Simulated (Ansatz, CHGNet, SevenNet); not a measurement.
Volume per atom (Å³/atom) of solids drawn from the class of silicides and borides, from the machine-learned potential CHGNet 0.3.0 (trained on PBE and PBE+U data); the machine-learned potential CHGNet-r²SCAN (trained on r²SCAN data); the machine-learned potential SevenNet-0 (trained on PBE and PBE+U data); the machine-learned potential SevenNet-l3i5 (trained on PBE and PBE+U data); PBE (plane waves, PAW; Ansatz, a program for electronic structure); PBEsol in Ansatz (plane waves, PAW); r²SCAN in Ansatz (PAW).

| solid | CHGNet 0.3.0 | CHGNet-r²SCAN | SevenNet-0 | SevenNet-l3i5 | PBE | PBEsol | r²SCAN |
|---|---|---|---|---|---|---|---|
| AlB2-type ZrB2 | 10.32 | 10.29 | 10.36 | 10.36 | 10.28 | 10.07 | 10.28 |
| C11b MoSi2 | 13.59 | 13.36 | 13.63 | 13.61 | 13.58 | 13.27 | 13.36 |
| C11b WSi2 | 13.63 | 13.41 | 13.70 | 13.70 | 13.67 | 13.36 | 13.42 |
| AlB2-type HfB2 | 9.98 | 9.86 | 9.96 | 9.97 | 9.96 | 9.73 | ___ |
| AlB2-type MgB2 | 9.61 | 9.53 | 9.61 | 9.62 | 9.62 | 9.48 | 9.54 |
| AlB2-type TiB2 | 8.56 | 8.53 | 8.59 | 8.58 | 8.56 | 8.37 | ___ |

**Question.** Complete the blanks.

**Answer.** 
- AlB2-type HfB2, r²SCAN: 9.88
- AlB2-type TiB2, r²SCAN: 8.51

The levels part most in proportion for AlB2-type ZrB2 (10.07 to 10.36 Å³/atom) and least for AlB2-type MgB2 (9.48 to 9.62 Å³/atom).

Ansatz's runs of these crystals have no spin polarisation. A magnetic state wasn't tried for AlB2-type TiB2 with meta-GGA or hybrid levels, which favour moments.

Ansatz's density-functional and Hartree–Fock values are scalar-relativistic unless marked +SOC, with PAW data made under PBE.

Machine-learned potentials (CHGNet 0.3.0, CHGNet-r²SCAN, SevenNet-0, SevenNet-l3i5) are trained on DFT data: a solid inside that data is no test of them.
